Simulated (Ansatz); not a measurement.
# Ge (P6₃/mmc, No. 194, 4 atoms in the cell; start mp-1007760; another form than the element's usual one)

All values below come from r²SCAN (plane waves, PAW; Ansatz, a quantum-chemistry and plane-wave program).

Settings: plane-wave cutoff 560 eV, 18×18×8 k mesh (along the axes of the cell as run), Fermi–Dirac smearing 0.05 eV, scalar-relativistic PAW data made under PBE.

Cell (relaxed at this level):

```xyz
4
Lattice="3.9948 0.0000 0.0000 -1.9974 3.4596 0.0000 0.0000 0.0000 6.6009" Properties=species:S:1:pos:R:3 pbc="T T T"
Ge     1.9974     1.1532     0.4157
Ge     0.0000     2.3064     6.1852
Ge     0.0000     2.3064     3.7162
Ge     1.9974     1.1532     2.8848
```

band gap: 0.10 eV (under three smearing widths, so not firm)

Spin–orbit coupling is not included; it can close the smallest gap of 0.10 eV.

Computed values are for the static lattice.

Cost on a shared machine: very roughly 40 core-seconds.

A start named mp-… is a Materials Project structure, which need not be a measured phase.
